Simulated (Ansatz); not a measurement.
The starting structures come from a database of crystals and need not be the phases stable at ambient conditions.

By PBEsol, the system below comes out a metal.

Without scattering a metal conducts by its projected Fermi surface.

Here is the system:

```yaml
crystal:
  lattice:
    - [2.78114, 0.00000, 0.00000]
    - [0.16093, 4.66923, 0.00000]
    - [-0.75937, -1.89776, 9.74095]
  atoms:
    - { symbol: Nb, position: [0.35250, 0.78222, 0.57125] }
    - { symbol: Nb, position: [0.64750, 0.21778, 0.42875] }
    - { symbol: Nb, position: [0.06076, 0.34956, 0.71360] }
    - { symbol: Nb, position: [0.93924, 0.65044, 0.28640] }
    - { symbol: Nb, position: [0.77679, 0.92237, 0.85667] }
    - { symbol: Nb, position: [0.22321, 0.07763, 0.14333] }
    - { symbol: Nb, position: [0.50000, 0.50000, 0.00000] }
```

The cell is taken as given; by PBEsol it stands under a pressure of -5.1 GPa.

The current flows along the normal of the first two printed cell vectors. No spin-orbit coupling; the value is a mean over 0.1 eV about the Fermi level.

Give the ballistic conductance per area that Ansatz (an electronic-structure program) with PBEsol yields.

1.7 × 10¹⁵ S/m² for both spins.
